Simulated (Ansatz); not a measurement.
## V_Cu (chalcopyrite CuGaSe2 host)

The numbers are results of PBE, PAW (plane waves to 420 eV; Ansatz, a quantum-chemistry and plane-wave program), not measurements. Details: 64-site cell; 2×2×2 shifted k-points; start: the Cu site; no Hubbard U; the functional closes the host's gap; not converged in cell size.

Neighbours after relaxation, in Å: of the emptied site: Se 2.33, Se 2.33, Se 2.33, Se 2.34.

```csv
charge,moment (μB),largest move off a lattice site (Å)
0†,quenched,0.10
```

† Not settled in this cell, so no level is given: charge 0: a level filled in part.

Starting moments that weren't kept: charge 0 began with 1 μB and ended with 0.0.

All states together cost very roughly 2.6 core-hours.
